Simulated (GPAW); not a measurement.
**Energy against c/a at fixed volume: hcp Y (space group 194) (GPAW, LDA)**

```
CELL_PARAMETERS angstrom
      3.57863     0.00000     0.00000
     -1.78932     3.09919     0.00000
      0.00000     0.00000     5.39325
ATOMIC_POSITIONS crystal
  Y  0.66667 0.33333 0.75000
  Y  0.33333 0.66667 0.25000
```

Method: LDA (Perdew-Wang 92), GPAW PAW datasets LDA (gpaw-data 1.0.1) (plane waves; GPAW 25.7.0). Settings: mode = pw; ecut = 585 eV; xc = LDA; kpts = 22 22 12; mesh shift (steps) = 0 0 0; occupations.name = fermi-dirac; occupations.width = 0.05 eV; nbands = -10; convergence.density = 1e-06 e/electron; convergence.energy = 1e-06 eV/electron; symmetry.symmorphic = false; symmetry.tolerance = 0.0005; maxiter = 150. The cell above is the first row's. The rows change c/a at fixed volume. In all rows fractional positions and the k mesh are held. E is the free energy at the stated smearing, counted from the lowest row.

```csv
c/a,E (meV/atom)
1.5071,3.75
1.5228,1.71
1.5385,0.47
1.5542,0.00
1.5699,0.24
1.5856,1.15
1.6013,2.70
1.6170,4.84
1.6327,?
```

Problem. Fit E against c/a with a cubic, and predict the withheld value at c/a = 1.6327.

Solution. With u = c/a - 1.56, the rows have u = -0.05290, -0.03720, -0.02150, -0.00580, 0.00990, 0.02560, 0.04130, 0.05700. Least squares gives E = 0.004 + 9.62·u + 1423.4·u² - 1827·u³. Residuals (row less fit): 0.001, 0.000, -0.003, 0.004, 0.003, -0.002, 0.000, 0.001; standard error 0.003 (degrees of freedom: 4). The fitted curve has its minimum at c/a = 1.56, where E = -0.01. To one more digit the minimum is at c/a = 1.557; the ideal close-packed ratio is 1.633. At the withheld row, u = 0.07270, so E = 0.004 + 9.62 × 0.07270 + 1423.4 × 0.07270² - 1827 × 0.07270³ = 7.524 meV/atom. The calculation gives 7.56 meV/atom, 0.036 meV/atom above the prediction (0.5 % of the range of E in the table). The row lies outside the fitted rows, so this is an extrapolation. From the scatter of the fitted rows alone, a prediction at this place has a standard error of 0.009 meV/atom, so the miss is 4.2 times that.

Carrying the step between the two nearest rows on in a straight line would have given 6.98, off by 0.58; series whose last step already gives the withheld value aren't shown. The reference cell has the volume at which an earlier scan in this program and functional put its minimum by a fit; axis ratios and inner coordinates come from a measured-size cell. The runs keep the symmetry of the cell, so they don't test it for distortions. The best c/a moves a little with volume. In metals such curves are sensitive to mesh and smearing. Cutoffs and mesh are single choices, not tested for convergence of this quantity. Series with a scatter that would blur these digits, or in which a gap closes, are not shown. Strain series were run only where this level's volume lies within 10 % of a first guess from the measured size.

Terms beyond the fitted order, or numerical noise in single rows, can give a miss of this size; the table doesn't tell which.
